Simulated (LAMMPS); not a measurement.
Pressure dependence of Ta (bcc) at 1970 K, from the crystal.

Method: MD with a machine-learned potential, pair style snap, file Ta06A.snap (LAMMPS).

```
P (GPa)                                 state                  volume       coordination number
-------  ------------------------------------  ----------------------  ------------------------
0        crystal; no diffusion seen in 9.0 ps  18.712 ± 0.003 Å³/atom  14.0 (counted to 4.02 Å)
2        crystal; no diffusion seen in 9.0 ps  18.520 ± 0.003 Å³/atom  14.0 (counted to 4.02 Å)
5        crystal; no diffusion seen in 9.0 ps  18.251 ± 0.003 Å³/atom  14.0 (counted to 4.02 Å)
```

Caution (rows 2; 5): a run this short can hold a crystal over, or a liquid under, the potential's own melting point, which these runs don't give.

Estimate the isothermal bulk modulus at zero pressure. A parabola P(ln V) through the three points gives −dP/d ln V = 190 GPa at zero pressure.

States go by the mean squared displacement: a species diffuses where it passes 1.5 Å², still rises and gives D over 1e-6 cm²/s; a crystal has left its structure where atoms lie 0.35 Å off their sites on average or a cubic box changes its shape by 3 %, or the axial ratios of another lie 8 % off the starting cell's, which the potential's own relaxation can also do.

Errors shown are sampling errors alone.
